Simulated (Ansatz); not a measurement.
Given:

```yaml
crystal:
  lattice:
    - [2.47497, 1.42892, 4.53504]
    - [-2.47497, 1.42892, 4.53504]
    - [0.00000, -2.85785, 4.53504]
  atoms:
    - { symbol: Ga, position: [0.64509, 0.64509, 0.64509] }
    - { symbol: Ga, position: [0.14509, 0.14509, 0.14509] }
    - { symbol: Ga, position: [0.35491, 0.35491, 0.35491] }
    - { symbol: Ga, position: [0.85491, 0.85491, 0.85491] }
    - { symbol: O, position: [0.75000, 0.44690, 0.05310] }
    - { symbol: O, position: [0.05310, 0.75000, 0.44690] }
    - { symbol: O, position: [0.25000, 0.55310, 0.94690] }
    - { symbol: O, position: [0.55310, 0.94690, 0.25000] }
    - { symbol: O, position: [0.94690, 0.25000, 0.55310] }
    - { symbol: O, position: [0.44690, 0.05310, 0.75000] }
```

No spin polarisation.

All numbers come from Ansatz (a quantum-chemistry and plane-wave program), LDA, PAW, cutoff 420 eV, no SOC. Γ-centred 8×8×8 mesh, Fermi–Dirac width 0.05 eV.

Question: Predict the stress, gap character, space group and electron mass.

Answer: The stress (xx, yy, zz, yz, xz, xy; compression positive) comes out as (-3.00, -3.00, -8.05, 0.00, 0.00, 0.00) GPa and the gap character is indirect, Γ–S₀ (50 % along) → Γ. The space group is R-3c (No. 167) and the electron mass is 0.23 mₑ (at Γ).

The cells carry an imposed strain or load. Masses are band curvatures over ±0.01 Å⁻¹ around the edge. No phonon test of stability was made. The cell was made from Ga2O3 in the corundum structure (space group R-3c, No. 167) by this change: uniaxial strain ε_zz = +2.25 %.
